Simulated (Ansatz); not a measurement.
System: HfCdO₃ (model structure, started from the tetragonal perovskite type, P4mm, No. 99, 5 atoms in the cell). Method: LDA (PAW; Ansatz, a first-principles code).

Numerical settings: plane-wave cutoff 520 eV, 14×14×14 k mesh, Fermi–Dirac smearing 0.05 eV, scalar-relativistic PAW data made under PBE.

Cell (relaxed with PBEsol):

```xyz
5
Lattice="4.0689 0.0000 0.0000 0.0000 4.0689 0.0000 0.0000 0.0000 4.1929" Properties=species:S:1:pos:R:3 pbc="T T T"
Hf     2.0345     2.0345     1.8023
Cd     0.0000     0.0000     0.3084
O      2.0345     2.0345     3.7645
O      2.0345     0.0000     1.4775
O      0.0000     2.0345     1.4775
```

Task: Predict the band gap.

Result: 
- band gap = 0.32 eV (on the SCF k mesh)

Note: the relaxation could raise the start's symmetry but not lower it, so the cell can be a saddle point; cell and atoms aren't relaxed at this level (largest force component 0.26 eV/Å, pressure -4.8 GPa).

Spin–orbit coupling is not included.

Computing time: about 110 core-seconds (a rough figure).

A model structure was made by putting elements into a prototype or built by hand; it is no filed structure, need not be a known phase, and can be a saddle point held by its symmetry.
